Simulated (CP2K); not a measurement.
Worked example: self-consistent single point of AlCr₂C (P6_3/mmc, 8 atoms in the cell) in CP2K.

Computed with LDA (Pade form), GPW, DZVP-MOLOPT-SR-GTH basis, GTH-PADE potentials (GTH_POTENTIALS) run with CP2K.

```
CELL_PARAMETERS angstrom
      2.82510     0.00000     0.00000
     -1.41255     2.44661     0.00000
      0.00000     0.00000    12.60137
ATOMIC_POSITIONS crystal
  Al 0.66667 0.33333 0.25000
  Al 0.33333 0.66667 0.75000
  Cr 0.33333 0.66667 0.41494
  Cr 0.66667 0.33333 0.58506
  Cr 0.66667 0.33333 0.91494
  Cr 0.33333 0.66667 0.08506
  C  0.00000 0.00000 0.50000
  C  0.00000 0.00000 0.00000
```

Reference input (self-consistent single point, DFT PBE, GPW, DZVP-MOLOPT-SR-GTH basis, GTH-PBE potentials (GTH_POTENTIALS)): CUTOFF = 600 Ry; REL_CUTOFF = 50 Ry; SMEAR/METHOD = FERMI_DIRAC; ELECTRONIC_TEMPERATURE = 1578.21 K; KPOINTS/SCHEME = MONKHORST-PACK 9 9 2; GAMMA_CENTERED = T; XC_FUNCTIONAL = PBE; Al/BASIS_SET = DZVP-MOLOPT-SR-GTH; Al/POTENTIAL = GTH-PBE-q3; Cr/BASIS_SET = DZVP-MOLOPT-SR-GTH; Cr/POTENTIAL = GTH-PBE-q14; C/BASIS_SET = DZVP-MOLOPT-SR-GTH. This run's input differs from it in these lines:

```diff
@@ -44,3 +44,3 @@
     &XC
-      &XC_FUNCTIONAL PBE
+      &XC_FUNCTIONAL PADE
       &END XC_FUNCTIONAL
@@ -82,3 +82,3 @@
       BASIS_SET DZVP-MOLOPT-SR-GTH
-      POTENTIAL GTH-PBE-q3
+      POTENTIAL GTH-PADE-q3
     &END KIND
@@ -86,3 +86,3 @@
       BASIS_SET DZVP-MOLOPT-SR-GTH
-      POTENTIAL GTH-PBE-q14
+      POTENTIAL GTH-PADE-q14
     &END KIND
@@ -90,3 +90,3 @@
       BASIS_SET DZVP-MOLOPT-SR-GTH
-      POTENTIAL GTH-PBE-q4
+      POTENTIAL GTH-PADE-q4
     &END KIND
```

Log, with long lists cut:

```
 SCF WAVEFUNCTION OPTIMIZATION

  Step     Update method      Time    Convergence         Total energy    Change
     1 NoMix/Diag. 0.30E+00      -     0.95497666      -364.1933108393 -3.64E+02
     2 Broy./Diag. 0.30E+00      -     0.26702631      -380.2227149677 -1.60E+01
     3 Broy./Diag. 0.30E+00      -     0.08130244      -367.4630088782  1.28E+01
     4 Broy./Diag. 0.30E+00      -     0.01257197      -363.0473038312  4.42E+00
     5 Broy./Diag. 0.30E+00      -     0.01134190      -363.6611295273 -6.14E-01
     6 Broy./Diag. 0.30E+00      -     0.00378251      -362.9584356262  7.03E-01
   [... 8 lines left out ...]
    15 Broy./Diag. 0.30E+00      -     0.00001719      -362.9312053931 -8.93E-05
    16 Broy./Diag. 0.30E+00      -     0.00000807      -362.9311056979  9.97E-05
    17 Broy./Diag. 0.30E+00      -     0.00000171      -362.9310691679  3.65E-05
    18 Broy./Diag. 0.30E+00      -     0.00000054      -362.9310535187  1.56E-05
  *** SCF run converged in    18 steps ***

  Overlap energy of the core charge distribution:               0.00000000007423
  Self energy of the core charge distribution:               -634.89777988383071
  Core Hamiltonian energy:                                    171.61385065145814
  Hartree energy:                                             145.09641409004701
  Exchange-correlation energy:                                -44.72846543472906
  Electronic entropic energy:                                  -0.01507294948863
  Fermi energy:                                                 0.44121458544309

  Total energy:                                              -362.93105351869093
  Total energy (extrapolated to T->0):                       -362.92351704394662

                     Mulliken Population Analysis

   [... lines left out ...]

 STRESS| Analytical stress tensor [bar]
 STRESS|                        x                   y                   z
 STRESS|      x       -9.03081587961E+04  -5.51248183221E-02  -2.05425697176E-07
 STRESS|      y       -5.51248183221E-02  -9.03077091610E+04   3.90406320791E-02
 STRESS|      z       -2.05425697176E-07   3.90406320791E-02  -8.89664930137E+04
 STRESS| 1/3 Trace                                            -8.98607869903E+04
```

The run converged in 18 iterations. Against the reference run the pressure goes from 3.85 to -8.99 GPa and the largest force goes from 0.053 to 0.409 eV/Å.

The starting cell comes from a database of computed structures (which also holds hypothetical and non-ambient phases and stackings), without a prior relaxation at this level. Spin polarisation is off. Values carry the incompleteness of an atom-centred basis. With a pressure of about -9 GPa the cell is away from its equilibrium volume at this level.

Cost on one core of a shared machine: roughly 2 min.
